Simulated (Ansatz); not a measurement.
**A computed series for SiC: response to strain**

Start from SiC in the zinc blende structure (space group F-43m, No. 216; a = 4.3563 Å). Axes: x, y, z lie along the cube axes.

Strains are applied to the cell and any free atomic positions relax; under biaxial strain the out-of-plane vector relaxes too.

Levels (all Ansatz, a quantum-chemistry and plane-wave program, PAW): r2SCAN (500 eV, no SOC); HSE06 (420 eV, no SOC).

Band gaps by level, all at the geometries relaxed with r2SCAN:

| case | r2SCAN | HSE06 |
|---|---|---|
| base | 1.71 eV | 2.23 eV |
| biaxial strain +0.61 %, plane normal [001], relaxed out of plane | 1.61 eV | 2.12 eV |
| isotropic strain −4.37 % | 1.61 eV | 2.13 eV |
| isotropic strain −1.24 % | 1.69 eV | 2.20 eV |
| isotropic strain +5.41 % | 1.80 eV | 2.30 eV |
| strain tensor (xx, yy, zz, yz, xz, xy) = (−1.19, −0.49, −2.05, −0.39, +0.02, +0.63) % | 1.52 eV | 2.04 eV |

Single points use the geometry relaxed with r2SCAN. HSE06 gaps are upper bounds (no full band path). Whether these cells are dynamically stable was not tested.
